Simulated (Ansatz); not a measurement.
## Ir: response to strain

Consider Ir in the fcc (Cu type) structure (space group Fm-3m, No. 225; a = 3.8450 Å; relaxed with 0.1 eV smearing). Axes: x, y, z lie along the cube axes.

Strains are applied to the cell and any free atomic positions relax.

Calculations: plane-wave PAW DFT at the r2SCAN level (Ansatz, a quantum-chemistry and plane-wave program, 500 eV), scalar-relativistic without spin-orbit coupling.

Notes on the quantities. energy relative to the base: free energy F; pressure: mean of the normal stresses, compression positive.

```json
[
 {"case": "base", "energy relative to the base": "0 meV/atom", "volume per atom": "14.21 Å³", "pressure": "0.0 GPa"},
 {"case": "uniaxial strain ε_zz = −3.00 %", "energy relative to the base": "(withheld)", "volume per atom": "13.78 Å³", "pressure": "(withheld)"},
 {"case": "uniaxial strain ε_zz = −2.50 %", "energy relative to the base": "+18 meV/atom", "volume per atom": "13.86 Å³", "pressure": "10.3 GPa"},
 {"case": "uniaxial strain ε_zz = −2.00 %", "energy relative to the base": "+12 meV/atom", "volume per atom": "13.93 Å³", "pressure": "8.1 GPa"},
 {"case": "uniaxial strain ε_zz = −1.50 %", "energy relative to the base": "+6.5 meV/atom", "volume per atom": "14.00 Å³", "pressure": "6.0 GPa"},
 {"case": "uniaxial strain ε_zz = −1.00 %", "energy relative to the base": "+2.9 meV/atom", "volume per atom": "14.07 Å³", "pressure": "3.9 GPa"},
 {"case": "uniaxial strain ε_zz = −0.50 %", "energy relative to the base": "+0.7 meV/atom", "volume per atom": "14.14 Å³", "pressure": "1.9 GPa"}
]
```

Task: What belongs in the blanks?

Result: 
- uniaxial strain ε_zz = −3.00 %, energy relative to the base: +27 meV/atom
- uniaxial strain ε_zz = −3.00 %, pressure: 12.6 GPa

Stability against distortions was not tested. The final runs are not spin-polarised.
